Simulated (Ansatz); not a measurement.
**TiC: energy against strain**

TiC (rock salt, Fm-3m, 10.133 Å³/atom at rest) under an equal strain ε in the (001) plane with the normal axis free, as in a coherent film. r2SCAN in Ansatz, a plane-wave DFT program (PAW, default set), 500 eV, 23×23×23 Γ-centred mesh, Fermi-Dirac smearing 0.10 eV; ions are relaxed within the symmetry of each cell.

Here s stands for strain and y for E less E0.

| strain (%) | E less E0 (meV/atom) |
|---|---|
| -1.50 | 8.89 |
| -1.00 | 3.88 |
| -0.50 | 0.95 |
| 0.00 | 0.00 |
| 0.50 | 0.93 |
| 1.00 | 3.66 |
| 1.50 | 8.08 |
| 3.00 | ? |

Task: Using a parabola, estimate the missing y at s = 3.00 from the other rows, showing the fit.

Result: Least squares gives y = -0.002 - 0.2064·s + 3.7719·s². Residuals (row less fit): 0.096, -0.096, -0.094, 0.002, 0.092, 0.096, -0.095; standard error 0.116 (degrees of freedom: 4). Twice the quadratic coefficient over the volume, 2 × 3.7719 meV × 10⁴ × 0.1602 / 10.133 Å³, is twice the biaxial elastic modulus of this plane = 1193 ± 16 GPa. At the withheld row, y = -0.002 - 0.2064 × 3.0 + 3.7719 × 3.0² = 33.326 meV/atom. The calculation gives 30.68 meV/atom, 2.646 meV/atom below the prediction (8.6 % of the range of y in the table). The row lies outside the fitted rows, so this is an extrapolation. From the scatter of the fitted rows alone, a prediction at this place has a standard error of 0.445 meV/atom, so the miss is 5.9 times that.

One order more, fitted to all 13 runs of the series, follows each within 0.03, so the miss is the next term of a smooth law. In a metal these values are sensitive to mesh and smearing; energies are taken to zero smearing, stresses follow the free energy. Rows are the converged runs of the series near zero and its far end; series whose fitted rows scatter by over a few per cent of the range, as at a crossing or softening among them, aren't shown in this form. Most that stay on the fit to the last digits aren't either.
